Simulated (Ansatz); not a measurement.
## tetragonal WSi2: the defect N interstitial

These are PBE, PAW (plane waves to 420 eV; Ansatz, a program for electronic structure) values and carry that method's errors. Set-up: 54-site cell; 4×4×4 shifted k-points; start: void with 4Si nearest; no spin–orbit coupling; energies good to tenths of an eV; the relaxation kept the symmetry of the starting site; relaxed from one start, so a lower configuration may exist; flagged in the runs: a host that isn't quite at rest in this cell.

Neighbours after relaxation, in Å: of the N atom: Si 1.93, Si 1.93, Si 1.93, Si 1.93.

Formation energies E_f are those of the neutral cell. Chemical conditions: Si-rich (Δμ(N) = -1.86 eV, bounded by beta Si3N4; only phases computed here count, gases as isolated molecules at 0 K); W-rich (Δμ(N) = -1.47 eV, bounded by beta Si3N4; only phases computed here count, gases as isolated molecules at 0 K). Reference phases: N: N2 molecule in a box.

The name describes the start; the neighbours show where the atoms ended.

```tsv
charge	moment (μB)	largest move off a lattice site (Å)	E_f, Si-rich (eV)	E_f, W-rich (eV)
0	not spin-polarised	0.20	6.92	6.54
```

Flagged in the runs: a host that isn't quite at rest in this cell.
